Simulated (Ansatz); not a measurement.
Consider Ca in the fcc (Cu type) structure (space group Fm-3m, No. 225; relaxed with 0.1 eV smearing).

```
CELL_PARAMETERS angstrom
      0.00000     2.72790     2.72790
      2.72790     0.00000     2.72790
      2.72790     2.72790     0.00000
ATOMIC_POSITIONS crystal
  Ca 0.00000 0.00000 0.00000
```

Cartesian axes are those of the cell as printed.

Level of theory: PBEsol in Ansatz (plane waves to 420 eV, PAW, no spin-orbit coupling).

Perturbation: tensile biaxial strain of 1.30 % in the plane normal to [001], as in epitaxy on a mismatched substrate; the out-of-plane cell vector and the atoms relax.

Q: Estimate the effect on the out-of-plane strain.

A: The out-of-plane strain amounts to -1.83 %.

Q: What happens to the energy relative to the base?

A: The energy rises by 0.7 meV/atom.

No phonon test of stability was made.

Ansatz is a quantum-chemistry and plane-wave program.
